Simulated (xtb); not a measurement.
xtb 6.7.1, GFN2-xTB: benzotriazole cation (c1ccc2[nH]nnc2c1), charge +1, multiplicity 2, 14 atoms. The geometry is a generated start, not checked to be a minimum at this level.

- method = GFN2-xTB
- --acc = 1 (default)
- --etemp (K) = 300 (default)
- detailed input (--input) = none: ANC optimiser, Lindh (1995) Hessian, microcycle=20, maxdispl=1.0, hlow=0.01 (default)
- basis functions = 41
- valence electrons = 43

```xyz
14

C     -1.7955    -0.4727     0.1282
C     -1.5057     0.8976     0.1974
C     -0.2177     1.3770     0.1155
C      0.7855     0.4291    -0.0400
N      2.1409     0.4773    -0.1589
N      2.6292    -0.7653    -0.2903
N      1.6926    -1.6115    -0.2646
C      0.5037    -0.9593    -0.1117
C     -0.8102    -1.4190    -0.0257
H     -2.8272    -0.7849     0.1992
H     -2.3221     1.5939     0.3194
H      0.0033     2.4319     0.1698
H      2.7497     1.2794    -0.1582
H     -1.0264    -2.4735    -0.0802
```

Charge 1 and multiplicity 2 are set for this test and not shown to be the ground state. GFN-xTB has no spin term: --uhf 1 sets the occupations alone.

The structure is relaxed from this start with --opt LEVEL for the levels crude, sloppy, loose, lax, normal, tight, vtight, extreme, once each. Up to the end of the extreme run atoms move by at most 0.14 Å along an axis.

### Question
Choose the cheapest level whose final energy lies within 1 meV of that of extreme.

### Answer
lax: 14 cycles against 18, ending 0.044 meV above.

```json
[
 {"level": "crude", "cycles": "3", "energy above the extreme run (meV)": "37", "gradient norm (eV/Å)": "0.35"},
 {"level": "sloppy", "cycles": "4", "energy above the extreme run (meV)": "36", "gradient norm (eV/Å)": "0.20"},
 {"level": "loose", "cycles": "4", "energy above the extreme run (meV)": "36", "gradient norm (eV/Å)": "0.20"},
 {"level": "lax", "cycles": "14", "energy above the extreme run (meV)": "0.044", "gradient norm (eV/Å)": "0.049"},
 {"level": "normal", "cycles": "15", "energy above the extreme run (meV)": "under 0.01", "gradient norm (eV/Å)": "0.017"},
 {"level": "tight", "cycles": "16", "energy above the extreme run (meV)": "under 0.01", "gradient norm (eV/Å)": "0.0093"},
 {"level": "vtight", "cycles": "17", "energy above the extreme run (meV)": "under 0.01", "gradient norm (eV/Å)": "0.0055"},
 {"level": "extreme", "cycles": "18", "energy above the extreme run (meV)": "—", "gradient norm (eV/Å)": "0.0020"}
]
```
